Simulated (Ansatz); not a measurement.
Phonon-limited resistivity of Ir$_{3}$Rh (Pm-3m) against temperature in μΩ·cm, PBEsol, DFPT electron-phonon coupling, linearised Boltzmann equation run with Ansatz (a first-principles code), harmonic crystal at a fixed cell.

```tsv
T	ρ
50 K	0.155
77 K	0.61
100 K	1.11
150 K	2.2
200 K	3.2
250 K	4.2
273 K	4.7
300 K	5.2
350 K	6.1
400 K	?
500 K	?
600 K	?
800 K	14.6
```

Problem. What belongs in the gaps?

Solution. 
- 400 K, ρ: 7.1
- 500 K, ρ: 9.0
- 600 K, ρ: 10.9

A metal at this level (no band gap). Only scattering by harmonic phonons is included (no impurities, grain boundaries, electron-electron scattering or thermal expansion). Spin-orbit coupling is left out, which matters with elements this heavy. The run warned that the eigensolver left some states short of its tolerance. Halving the electron mesh (24x24x24) moves the resistivity by up to 9 %. Smearing 0.20 eV; phonons on a 4x4x4 q mesh, which this run doesn't test and which matters most at low temperature.

Computed structure, not matched to a measured one here, so possibly hypothetical: Ir3Rh (Pm-3m).
